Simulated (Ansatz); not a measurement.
# Mg₃PN (model structure, started from the cubic perovskite type, Pm-3m, No. 221, 5 atoms in the cell)

Method: G0W0@PBEsol+SOC (plane waves, hard PAW, contour deformation, complete-basis limit, spin–orbit shift from PBEsol; Ansatz, an electronic-structure program).

Numerical settings: largest k mesh 6×6×6 (not extrapolated in the mesh).

Cell (relaxed with PBEsol):

```xyz
5
Lattice="4.1527 0.0000 0.0000 0.0000 4.1527 0.0000 0.0000 0.0000 4.1527" Properties=species:S:1:pos:R:3 pbc="T T T"
P      0.0000     0.0000     0.0000
N      2.0764     2.0764     2.0764
Mg     0.0000     2.0764     2.0764
Mg     2.0764     2.0764     0.0000
Mg     2.0764     0.0000     2.0764
```

For Mg₃PN (model structure, started from the cubic perovskite type, Pm-3m, No. 221, 5 atoms in the cell), the band gap comes out as 2.62 eV.

Note: spin–orbit coupling enters as the shift of the gap found with a semilocal functional; the relaxation could raise the start's symmetry but not lower it, so the cell can be a saddle point.

It cost around 2.6 core-hours (rough) of CPU time.

A model structure was made by putting elements into a prototype or built by hand; it is no filed structure, need not be a known phase, and can be a saddle point held by its symmetry.
